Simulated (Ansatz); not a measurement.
Worked example: self-consistent single point of CuI (F-43m, 2 atoms in the cell) in Ansatz (an electronic-structure program).

Computed with PBE, PAW files (plane waves; Ansatz).

```yaml
crystal:
  lattice:
    - [0.00000, 3.03075, 3.03075]
    - [3.03075, 0.00000, 3.03075]
    - [3.03075, 3.03075, 0.00000]
  atoms:
    - { symbol: Cu, position: [0.00000, 0.00000, 0.00000] }
    - { symbol: I, position: [0.25000, 0.25000, 0.25000] }
```

Reference input (self-consistent single point, DFT, PBE, plane waves, PAW files): kpoints.mp_grid.grid = 9 9 9; hamiltonian.xc = pbe; hamiltonian.pseudopotentials = {kind: paw} (the program's default PAW files); scf.occupations.method = gaussian; scf.occupations.width = 0.05 eV. This run's input differs from it in these lines:

Ansatz 0.2 input:
```diff
@@ -9,3 +9,3 @@
 kpoints:
-  mp_grid: { grid: [9, 9, 9] }
+  mp_grid: { grid: [4, 4, 4] }
 hamiltonian:
```

The program printed (abridged):

```
SCF iter   1: F=—  HF=-14139.477544 eV  |F-HF|=—  |Δ(HF+E_count)|=         —  Δρ=8.67e-2  dr2=3.96e0  ethr=3.10e-3  ⟨swp⟩=6.6  Hψ=855  notcnv=0
all-band conjugate gradients solve this SCF's bands
preconditioner: auto → none
SCF iter   2: F=—  HF=-14139.817357 eV  |F-HF|=—  |Δ(HF+E_count)|=   3.40e-1  Δρ=1.65e-1  dr2=9.44e0  ethr=3.10e-3  ⟨swp⟩=4.0  Hψ=500  notcnv=0  recentre
   [... lines left out ...]
SCF iter   6: F=—  HF=-14138.445852 eV  |F-HF|=—  |Δ(HF+E_count)|=   1.41e-3  Δρ=1.43e-3  dr2=5.10e-4  ethr=4.45e-5  ⟨swp⟩=2.0  Hψ=247  notcnv=0
SCF iter   7: F=—  HF=-14138.445819 eV  |F-HF|=—  |Δ(HF+E_count)|=   3.37e-5  Δρ=5.11e-4  dr2=7.56e-5  ethr=1.42e-6  ⟨swp⟩=2.8  Hψ=259  notcnv=0
SCF iter   8: F=—  HF=-14138.445802 eV  |F-HF|=—  |Δ(HF+E_count)|=   1.69e-5  Δρ=1.19e-4  dr2=5.66e-6  ethr=2.10e-7  ⟨swp⟩=2.2  Hψ=235  notcnv=0
SCF iter   9: F=-14138.445801 eV  HF=-14138.445801 eV  |F-HF|=4.80e-9  |Δ(HF+E_count)|=   8.87e-7  Δρ=4.08e-6  dr2=9.57e-9  ethr=2.78e-10  ⟨swp⟩=5.1  Hψ=932  notcnv=0
SCF 1 converged in 9 iterations: F = -14138.445801 eV  dr2 = 9.57e-9
Free energy (F): -14138.445801 eV
Internal energy: -14138.445801 eV  (E = F + TS)
E sigma→0 (E₀):  -14138.445801 eV
Fermi energy:    8.720667 eV
--- Forces (eV/Å), atoms counted from 1 ---
  atom   1  Cu     0.00000000     0.00000000     0.00000000
  atom   2  I     -0.00000000     0.00000000     0.00000000
--- Stress (GPa, compression-positive) ---
        0.576559      -0.000000      -0.000000
       -0.000000       0.576559       0.000000
       -0.000000       0.000000       0.576559
  P = ⅓ Tr σ = 0.5766 GPa (5.766 kbar)
  The stress holds the Pulay correction. Without it, at fixed plane waves, as pw.x and ABINIT print it: P = 0.5139 GPa
```

The run converged in 9 iterations. Against the reference run the free energy goes up by 17.2 meV/atom, the pressure goes from 0.32 to 0.58 GPa and the gap on the mesh hardly changes (1.120 to 1.117 eV).

The starting cell has typed, rounded lattice constants, without a prior relaxation at this level. Its lattice was rescaled by a random factor within 2.5 % of one. Spin-orbit coupling is off. Ansatz's pressure includes its estimate of the finite-basis (Pulay) stress.
